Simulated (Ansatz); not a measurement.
This Ansatz (a quantum-chemistry and plane-wave program) input is the reference run, HgS in the zinc blende structure (space group F-43m, No. 216), computed with Kohn–Sham DFT with the PBEsol functional, run in Ansatz with PAW and 420 eV plane waves, no SOC, earlier PAW set:

Ansatz 0.2 input:
```yaml
crystal:
  lattice:
    - [0, 2.9379939637, 2.9379939637]
    - [2.9379939637, 0, 2.9379939637]
    - [2.9379939637, 2.9379939637, 0]
  atoms:
    - { symbol: Hg, position: [0, 0, 0] }
    - { symbol: S, position: [0.75, 0.75, 0.75] }
basis: { ecutwfc: 420, ecutrho_ratio: 4, xc_grid: 2, fft_grid_basis: typed }
kpoints: { mp_grid: { grid: [10, 10, 10] } }
hamiltonian:
  xc: pbesol
  dispersion: none
  pseudopotentials: { azcp: { folder: ./paw }, kind: paw }
scf: { occupations: { method: fermi_dirac, width: 0.05 }, convergence: { dr2_threshold: 0.0000000002 } }
output: { forces: true, stress: true }
```

Q: Write the input for this change: uniaxial strain ε_zz = −1.33 %, all other strain components held at zero, atoms relaxed at fixed cell.

A: 
Ansatz 0.2 input:
```yaml
crystal:
  lattice:
    - [0, 2.9379939637, 2.898918644]
    - [2.9379939637, 0, 2.898918644]
    - [2.9379939637, 2.9379939637, 0]
  atoms:
    - { symbol: Hg, position: [0, 0, 0] }
    - { symbol: S, position: [0.75, 0.75, 0.75] }
basis: { ecutwfc: 420, ecutrho_ratio: 4, xc_grid: 2, fft_grid_basis: typed }
kpoints: { mp_grid: { grid: [10, 10, 10] } }
hamiltonian:
  xc: pbesol
  dispersion: none
  pseudopotentials: { azcp: { folder: ./paw }, kind: paw }
scf: { occupations: { method: fermi_dirac, width: 0.05 }, convergence: { dr2_threshold: 0.0000000002 } }
relax: { f_tol: 0.005, max_steps: 50 }
output: { forces: true, stress: true }
checkpoint: { write: state.ck, write_every: 1000 }
```
This is the input that was run.

No phonon test of stability was made. The final runs are not spin-polarised. Gaps under 0.05 eV, about the width of the smearing, are given as zero.
